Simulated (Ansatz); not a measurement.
For rock-salt GaSb (model structure), PBE-D4 (plane waves, PAW; Ansatz, a first-principles code) gives:

| Property | Result |
|---|---|
| lattice parameter a | 5.695 Å |
| enthalpy of formation | 0.022 eV/atom |

### Question
What does r²SCAN+rVV10 in Ansatz (plane waves, PAW) give for the same quantities?

### Answer

- lattice constant a: 5.713 Å (increases by 0.3 %)
- formation enthalpy: 0.049 eV/atom (increases by 0.027 eV/atom)

Changes are worked out from the printed values.

Unless a cell is named, each level is at its own relaxed cell (PBE-D4 23.09, r²SCAN+rVV10 23.31 Å³/atom).

Levels without +SOC leave out spin–orbit coupling, which shifts energies and cells of such heavy elements.

Ansatz's density-functional and Hartree–Fock values are scalar-relativistic unless marked +SOC, with PAW data made under PBE.

A model structure was made by putting elements into a prototype or built by hand; it is no filed structure, need not be a known phase, and can be a saddle point held by its symmetry.
